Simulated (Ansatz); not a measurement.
Start from Ag3SI (space group R3, No. 146).

```xyz
5
Lattice="3.4033 1.9649 2.7600 -3.4033 1.9649 2.7600 0.0000 -3.9298 2.7600" Properties=species:S:1:pos:R:3 pbc="T T T"
Ag    -1.1430    -1.2300     2.5647
Ag     1.6367    -0.3748     2.5647
Ag    -0.4937     1.6048     2.5647
S      0.0000     0.0000     4.5099
I      0.0000     0.0000     8.1980
```

Cartesian axes are those of the cell as printed.

Calculations: Kohn–Sham DFT with the PBEsol functional, run in Ansatz (a first-principles code) with PAW and 420 eV plane waves, scalar-relativistic without spin-orbit coupling.

The change: biaxial strain +0.88 %, plane normal [001], relaxed out of plane (Cartesian); in-plane vectors clamped, the third vector and the atoms free.

**Question.** What does the calculation give for the energy relative to the base, in-plane stress and out-of-plane strain after the change?

**Answer.** The energy increases by 1.0 meV/atom; the mean in-plane stress (compression positive) is -0.8 GPa; the out-of-plane strain comes out as -0.97 %.

No phonon test of stability was made.
